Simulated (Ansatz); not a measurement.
Ansatz (a first-principles code) run on Cr₃Os (Pm-3m, 4 atoms in the cell): self-consistent single point.

Method: PBE (plane waves, PAW; Ansatz).

```
Cr3Os
1.0
    3.57742     0.00000     0.00000
    0.00000     3.57742     0.00000
    0.00000     0.00000     3.57742
Cr Os
3 1
Cartesian
  0.00000   1.78871   1.78871
  1.78871   1.78871   0.00000
  1.78871   0.00000   1.78871
  0.00000   0.00000   0.00000
```
Moments meant for the start (each program seeds them in its own way; μB, in the order of the atoms Cr Cr Cr Os): 3.0 3.0 3.0 0.0.

Reference input (self-consistent single point, DFT, PBE, plane waves, default PAW files): basis.ecutwfc = 420 eV; kpoints.mp_grid.grid = 6 6 6; hamiltonian.xc = pbe; hamiltonian.pseudopotentials = {kind: paw} (the program's default PAW files); magnetization.spin_polarized = true; scf.occupations.method = cold; scf.occupations.width = 0.1 eV. This run's input differs from it in these lines:

Ansatz 0.2 input:
```diff
@@ -12,3 +12,3 @@
 basis:
-  ecutwfc: 420.0
+  ecutwfc: 295.0
 kpoints:
```

Output (repeated stretches shortened):

```
SCF iter   1: F=—  HF=-21523.841777 eV  |F-HF|=—  |Δ(HF+E_count)|=         —  Δρ=2.65e-1 (↑2.65e-1 ↓1.23e-1)  dr2=1.24e1  dr2_m=1.46e1  M=1.100 μB ∫|m|=1.179 μB  β_m=0.30  ethr=3.10e-3  ⟨swp⟩=4.8  Hψ=4985  notcnv=0
Mixer restart at iter 1: flushing history
all-band conjugate gradients solve this SCF's bands
preconditioner: auto → Kerker (q_TF=auto, 2.838 Å⁻¹)
spin=Collinear: Kerker preconditioning applied to the charge; magnetization (m = ρ↑ − ρ↓) channel mixes plain (no charge-response kernel on spin).
   [... lines left out ...]
SCF iter  13: F=—  HF=-21515.552143 eV  |F-HF|=—  |Δ(HF+E_count)|=   1.63e-8  S|Δr|=    0.00e0  Δρ=1.60e-6 (↑1.60e-6 ↓1.35e-6)  dr2=1.59e-9  dr2_m=6.36e-10  M=0.000 μB ∫|m|=0.000 μB  β_m=0.92  ethr=1.72e-10  ⟨swp⟩=8.0  Hψ=4908  notcnv=0
SCF iter  14: F=-21515.552143 eV  HF=-21515.552143 eV  |F-HF|=7.24e-10  |Δ(HF+E_count)|=  7.17e-10  S|Δr|=    0.00e0  Δρ=9.76e-7 (↑9.76e-7 ↓3.86e-7)  dr2=8.76e-10  dr2_m=5.16e-11  M=0.000 μB ∫|m|=0.000 μB  ethr=2.74e-12  ⟨swp⟩=2.0  Hψ=2930  notcnv=0
SCF 1 converged in 14 iterations: F = -21515.552143 eV  dr2 = 8.76e-10
WARN: the starting moments were not kept: the SCF closed with an absolute magnetisation of 1.6e-5 μB, where they sum to 9 μB in size (3 sites) …
   [... lines left out ...]
Absolute magnetization: 0.0000 μB (∫|ρ↑−ρ↓|, with the PAW one-centre terms)
Free energy (F): -21515.552143 eV
Fermi energy:    22.573202 eV
   [... lines left out ...]
  atom   1  Cr     0.00000000     0.00000000     0.00000000
   [... zero for the other atoms too ...]
--- Stress (GPa, compression-positive) ---
       33.052260      -0.000000       0.000000
       -0.000000      33.052260       0.000000
        0.000000       0.000000      33.052260
  P = ⅓ Tr σ = 33.0523 GPa (330.523 kbar)
  The stress holds the Pulay correction. Without it, at fixed plane waves, as pw.x and ABINIT print it: P = 1.1358 GPa
```

The run converged in 14 iterations. Against the reference run the free energy rises by 253 meV/atom and the pressure goes from 30.38 to 33.05 GPa.

The starting cell was generated: these elements placed on a structure prototype, without a prior relaxation; it need not be a known phase or ordering of this composition. Its lattice was rescaled by a random factor within 2.5 % of one. The starting moments vanished: the run ended non-magnetic, which need not be the lowest state. The program warned that a starting moment was not kept. Ansatz's pressure includes its estimate of the finite-basis (Pulay) stress. Without the estimate this run gives 1.14 GPa. The cutoff lies below the one recommended for these files.
